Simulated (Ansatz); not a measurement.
The starting structures come from a database of crystals and need not be the phases stable at ambient conditions.

 Where the default PAW files enter, the runs use the earlier of Ansatz's two default sets.

Tunnelling through a barrier is set by its complex band structure: the current falls as exp(−2κd) with the smallest κ.

```
CdCO3
1.0
    4.95225     0.00000     0.00000
   -2.47613     4.28877     0.00000
    2.47613     1.42959     5.43945
Cd C O
2 2 6
Direct
  0.00000   0.00000   0.00000
  0.00000   0.50000   0.50000
  0.50000   0.75000   0.75000
  0.50000   0.25000   0.25000
  0.76063   0.01063   0.75000
  0.23937   0.98937   0.25000
  0.23937   0.75000   0.75000
  0.76063   0.25000   0.25000
  0.50000   0.48937   0.75000
  0.50000   0.51063   0.25000
```

Space group of this cell: R-3c. The cell is taken as given; by r2SCAN its mean pressure is -1.3 GPa.

Transport runs along the normal of the first two printed cell vectors, the (001) plane of the conventional cell.

No gap correction and no spin-orbit coupling; mid-gap values are interpolated between computed energies.

Question: Give the band gap and the smallest decay constant κ at mid-gap that r2SCAN in Ansatz (an electronic-structure program) yields.

Answer: Gap 3.44 eV on a 8×8×8 mesh; κ = 0.666 1/Å, at the zone centre.
